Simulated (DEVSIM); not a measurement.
System: abrupt Si n-p junction, at 400 K.

```csv
layer (left to right),material,thickness (μm),Nd (cm⁻³),Na (cm⁻³),τn (s),τp (s)
1,Si,0.360,4.4e15,-,4.3e-7,4.3e-7
2,Si,32.0,-,6.1e15,4.3e-7,4.3e-7
```

Left contact: ohmic. Right contact: ohmic. Voltage is applied to the left contact. Recombination: SRH at mid-gap. Mobility is constant in doping.

This is a model device: material constants are rounded textbook-type values typed into the input, and sizes, dopings and lifetimes were drawn at random. Values at 300 K; Nc and Nv go as T^1.5, mobilities as T to minus their exponent, the gap by Varshni's rule with the affinity fixed.

| parameter | Si |
|---|---|
| gap (eV) | 1.124 |
| affinity (eV) | 4.05 |
| permittivity | 11.7 |
| Nc (cm⁻³) | 2.86e19 |
| Nv (cm⁻³) | 3.1e19 |
| μn (cm²/Vs) | 1417 |
| μp (cm²/Vs) | 470 |
| T exponent of μn | 2.3 |
| T exponent of μp | 2.2 |
| Varshni α (eV/K) | 0.000473 |
| Varshni β (K) | 636 |

DEVSIM, 1D drift-diffusion, Boltzmann statistics, complete ionisation; no tunnelling, impact ionisation, image-force lowering or self-heating.

The doping Nd of layer 1 was swept, all else fixed.

```csv
doping Nd of layer 1 (cm^-3),dark forward voltage at 1 A/cm² (V),largest field in the device at zero bias (V/cm),potential step across the device at zero bias (V),dark forward voltage at 100 A/cm² (V)
1.3e14,0.120,8600,0.349,1.580
4.4e14,0.164,10000,0.391,1.513
1.3e15,0.213,12000,0.428,1.396
4.4e15,0.277,18000,0.470,1.204
1.3e16,0.324,24000,0.507,1.022
4.4e16,0.361,29000,0.549,0.868
1.3e17,0.384,35000,0.587,0.784
```

From the first row to the last the dark forward voltage at 1 A/cm² goes from 0.120 to 0.384. From the first row to the last the largest field in the device at zero bias goes from 8600 to 35000.
